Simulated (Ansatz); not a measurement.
Surface energy of faces of alpha tin in PBE and in RPBE, in Ansatz (plane waves, PAW). Symmetric slabs relaxed with PBE from ideal cuts in 1x1 cells (the lowest computed cut and spin start of each face; real faces may reconstruct in larger cells); RPBE values are single points on them, with the bulk at the same level. No spin-orbit coupling, no U.

```json
[
 {"face": "(100)", "PBE (J/m²)": "0.89", "RPBE (J/m²)": "0.79"},
 {"face": "(110)", "PBE (J/m²)": "0.76", "RPBE (J/m²)": "0.68"},
 {"face": "(111)", "PBE (J/m²)": "0.64", "RPBE (J/m²)": "?"},
 {"face": "(210)", "PBE (J/m²)": "0.58", "RPBE (J/m²)": "0.49"},
 {"face": "(211)", "PBE (J/m²)": "0.65", "RPBE (J/m²)": "0.56"},
 {"face": "(221)", "PBE (J/m²)": "0.59", "RPBE (J/m²)": "0.51"}
]
```

Task: Fit a straight line y = a·x + b by least squares to the 5 complete rows (x: PBE (J/m²); y: RPBE (J/m²)).

Result: the means are x̄ = 0.6940 and ȳ = 0.6060; Σ(x − x̄)² = 0.068520 and Σ(x − x̄)(y − ȳ) = 0.066180, so a = 0.966 and b = ȳ − a·x̄ = -0.064. The largest residual is 0.010.

Task: What does the line predict for the withheld row, (111), and what did the calculation give?

Result: the line gives 0.55; the calculation gave 0.57, a miss of 0.02, of the size of the fitted rows' scatter and rounding.

Ansatz is an electronic-structure program.
